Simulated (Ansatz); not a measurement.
We consider CsCl-type CoAl, described by RPBE (Ansatz, a program for electronic structure, PAW).

Input file:

Ansatz 0.2 input:
```yaml
crystal:
  lattice:
    - [2.8740692206, 0.0, 0.0]
    - [0.0, 2.8740692206, 0.0]
    - [0.0, 0.0, 2.8740692206]
  atoms:
    - { symbol: Al, position: [0.5, 0.5, 0.5] }
    - { symbol: Co, position: [0.0, 0.0, 0.0] }
basis:
  ecutwfc: 520
  ecutrho_ratio: 4
  xc_grid: 2
kpoints:
  mp_grid: { grid: [20, 20, 20] }
hamiltonian:
  xc: rpbe
  dispersion: none
  pseudopotentials: { kind: paw }
scf:
  occupations: { method: fermi_dirac, width: 0.05 }
  convergence: { dr2_threshold: 0.0000000002 }
output:
  forces: true
  stress: true
  eigenvalues: true
```

Output (set-up and result lines):

```
Crystal: 2 atoms, lattice volume = 23.741 Å³
Basis set: ecut = 520 eV, 619 PW (Γ), exchange–correlation on 48×48×48 points (8 copies of the dense FFT grid, shifted against one another)
Bands: 14, of which v1, the nominal top of the filled ones, is band 10 counted from 1 (9 counted from 0)
Symmetry: 48 space group operations
Space group: Pm-3m (ITA 221), of the structure as read, at distance tolerance 2.9e-5 Å
k-points: 286 of 8000
Functional: x = rpbe, c = pbe(β = 0.06672455060314922)
SCF iter   1: F=—  HF=-5672.608687 eV  |F-HF|=—  |Δ(HF+E_count)|=         —  Δρ=4.06e-3  dr2=2.38e-3
SCF iter   2: F=—  HF=-5672.608731 eV  |F-HF|=—  |Δ(HF+E_count)|=   4.39e-5  Δρ=2.14e-3  dr2=6.91e-4
  ...
SCF iter   6: F=—  HF=-5672.608794 eV  |F-HF|=—  |Δ(HF+E_count)|=   8.26e-9  Δρ=5.31e-6  dr2=2.76e-9
SCF iter   7: F=-5672.608794 eV  HF=-5672.608794 eV  |F-HF|=4.55e-12  |Δ(HF+E_count)|=  2.97e-10  Δρ=1.23e-7  dr2=2.43e-12
SCF 1 converged in 7 iterations: F = -5672.608794 eV  dr2 = 2.43e-12
SCF converged after 7 iterations
Free energy (F): -5672.608794 eV
Internal energy: -5672.601737 eV  (E = F + TS)
E sigma→0 (E₀):  -5672.605265 eV
Fermi energy:    14.178472 eV
--- Forces (eV/Å), atoms counted from 1 ---
  atom   1  Al     0.00000000     0.00000000     0.00000000
  atom   2  Co    -0.00000000     0.00000000     0.00000000
--- Stress (GPa, compression-positive) ---
       -0.000423       0.000000       0.000000
        0.000000      -0.000423       0.000000
        0.000000       0.000000      -0.000423
  P = ⅓ Tr σ = -0.0004 GPa (-0.004 kbar)
```

The PAW data were made under PBE.
